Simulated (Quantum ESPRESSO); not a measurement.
Worked example: self-consistent single point of MoP2O8 (P2_12_12, 22 atoms in the cell) in Quantum ESPRESSO.

Computed with LDA (PZ), GBRV 1.5 ultrasoft (LDA) pseudopotentials (plane waves; Quantum ESPRESSO).

```
Mo(PO4)2
1.0
    4.89303     0.00000     0.00000
    0.00000     7.34336     0.00000
    0.00000     0.00000     7.69644
Mo P O
2 4 16
Direct
  0.50000   0.50000   0.78524
  0.00000   0.00000   0.21476
  0.25631   0.38819   0.35993
  0.74369   0.61181   0.35993
  0.75631   0.11181   0.64007
  0.24369   0.88819   0.64007
  0.27859   0.38063   0.55153
  0.72141   0.61937   0.55153
  0.77859   0.11937   0.44847
  0.22141   0.88063   0.44847
  0.28621   0.39052   0.91856
  0.71379   0.60948   0.91856
  0.78621   0.10948   0.08144
  0.21379   0.89052   0.08144
  0.25091   0.70977   0.73355
  0.74909   0.29023   0.73355
  0.75091   0.79023   0.26645
  0.24909   0.20977   0.26645
  0.50000   0.50000   0.27672
  0.00000   0.00000   0.72328
  0.50000   0.00000   0.70343
  0.00000   0.50000   0.29657
```

Reference input (self-consistent single point, DFT, LDA (PZ), plane waves, GBRV 1.5 ultrasoft (LDA) pseudopotentials): ecutwfc = 40 Ry; ecutrho = 320 Ry; occupations = fixed; potentials = {Mo: mo_lda_v1.uspp.F.UPF, P: p_lda_v1.5.uspp.F.UPF, O: o_lda_v1.2.uspp.F.UPF}; K_POINTS = automatic 5 3 3 0 0 0; nbnd = 74; conv_thr = 1e-10 Ry; mixing_beta = 0.7. This run's input differs from it in these lines:

```diff
@@ -49,3 +49,3 @@
 K_POINTS {automatic}
-5 3 3  0 0 0
+3 2 2  1 1 1
 CELL_PARAMETERS {angstrom}
```

Output, abridged:

```
     Self-consistent Calculation

     iteration #  1     ecut=    40.00 Ry     beta= 0.70

     negative rho (up, down):  1.504E-03 0.000E+00

     total energy              =    -854.97947045 Ry
     estimated scf accuracy    <       7.16710150 Ry

     iteration #  2     ecut=    40.00 Ry     beta= 0.70

     negative rho (up, down):  3.700E-06 0.000E+00

     total energy              =    -851.56457144 Ry
     estimated scf accuracy    <      43.35181824 Ry

     iteration #  3     ecut=    40.00 Ry     beta= 0.70

     negative rho (up, down):  1.659E-04 0.000E+00

     total energy              =    -858.30492847 Ry
     estimated scf accuracy    <       4.27673600 Ry

   [... 11 blocks of this kind left out ...]

     iteration # 15     ecut=    40.00 Ry     beta= 0.70

     negative rho (up, down):  6.426E-04 0.000E+00

     total energy              =    -858.78298705 Ry
     estimated scf accuracy    <          2.7E-09 Ry

     iteration # 16     ecut=    40.00 Ry     beta= 0.70

     negative rho (up, down):  6.426E-04 0.000E+00
     End of self-consistent calculation

     highest occupied, lowest unoccupied level (ev):     3.5435    7.2388

!    total energy              =    -858.78298705 Ry
     estimated scf accuracy    <          6.0E-11 Ry

     convergence has been achieved in  16 iterations

     negative rho (up, down):  6.426E-04 0.000E+00

     Forces acting on atoms (cartesian axes, Ry/au):

     atom    1 type  1   force =     0.00000000    0.00000000   -0.04204364
     atom    2 type  1   force =     0.00000000    0.00000000    0.04204364
     atom    3 type  2   force =     0.00078080    0.00465629    0.00265581
     atom    4 type  2   force =    -0.00078080   -0.00465629    0.00265581
     atom    5 type  2   force =     0.00078080   -0.00465629   -0.00265581
     atom    6 type  2   force =    -0.00078080    0.00465629   -0.00265581
   [... lines left out ...]
     Total force =     0.096118     Total SCF correction =     0.000027
   [... lines left out ...]

     negative rho (up, down):  6.426E-04 0.000E+00
          total   stress  (Ry/bohr**3)                   (kbar)     P=       -6.06
  -0.00005937   0.00000000   0.00000000           -8.73        0.00        0.00
   0.00000000  -0.00005500   0.00000000            0.00       -8.09        0.00
   0.00000000   0.00000000  -0.00000931            0.00        0.00       -1.37

   JOB DONE.
```

The run converged in 16 iterations. Against the reference run the free energy is nearly the same (within 1 meV/atom), the pressure stays at -0.61 GPa, the largest force hardly changes (1.080 to 1.081 eV/Å) and the gap on the mesh goes from 3.609 to 3.695 eV.

The starting cell comes from a database of computed structures (which also holds hypothetical and non-ambient phases and stackings), without a prior relaxation at this level. Forces in this geometry exceed 1 eV/Å. Another mesh or the band path of this cell gives a smaller gap, so this value is not converged in the mesh.

Cost on one core of a shared machine: roughly 2 min.
